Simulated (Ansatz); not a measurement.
## What isotropic strain −1.03 % does to PtSe2

Take PtSe$_{2}$ in the CdI2 type structure (space group P-3m1, No. 164; a = 3.772 Å, c = 4.821 Å; layered; relaxed with 0.1 eV smearing) as the base.

It is then changed as follows: an isotropic linear strain of −1.03 %; the atoms relax in the strained cell.

The values are results of Ansatz (a first-principles code) PBE-D3(BJ), without spin-orbit coupling, not measurements. Settings: 18×18×12 k-points, 0.1 eV Fermi–Dirac smearing.

```json
[
 {"quantity": "space group", "base": "P-3m1 (No. 164)", "changed": "P-3m1 (No. 164)", "shift": "–"},
 {"quantity": "shortest interatomic distance", "base": "252.6 pm", "changed": "251.3 pm", "shift": "-1.3 pm"},
 {"quantity": "energy relative to the base (free energy F)", "base": "0 meV/atom", "changed": "+5.0 meV/atom", "shift": "+5.0 meV/atom"},
 {"quantity": "pressure (mean of the normal stresses, compression positive)", "base": "0.0 GPa", "changed": "2.7 GPa", "shift": "+2.7 GPa"},
 {"quantity": "band gap", "base": "zero", "changed": "zero", "shift": "–"},
 {"quantity": "largest internal atomic displacement", "base": "–", "changed": "0.026 Å", "shift": "–"}
]
```

Cost of the whole job for the changed cell (relaxation, final SCF and bands): about 80 core-seconds (a rough figure).

No phonon test of stability was made. The final runs are not spin-polarised. The zero or small gap of PtSe2 can change with the level of theory.
